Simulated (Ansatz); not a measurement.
BP (F-43m), r2SCAN with spin-orbit coupling, rigid bands in Ansatz (a quantum-chemistry and plane-wave program): N_v = 2.28e19 cm⁻³ at 300 K and a hole conductivity mass of 0.398 mₑ.

Problem. For 1e17 holes per cm³ at 300 K, place the Fermi level, estimate the Seebeck coefficient of a parabolic band with constant τ, and give mobility and conductivity for τ = 5 fs.

Solution. The level lies k_BT ln(N_v/p) = 0.140 eV above the valence-band maximum. S ≈ +(k_B/e)[ln(N_v/p) + 5/2] = 683 μV/K, against 710 μV/K from the full bands (mean over directions). μ = eτ/m = 22.1 cm²/(V·s) and σ = peμ = 0.354 S/cm. τ is assumed, not computed.

Band transport and this doping are assumed; polarons and phonon drag are left out.
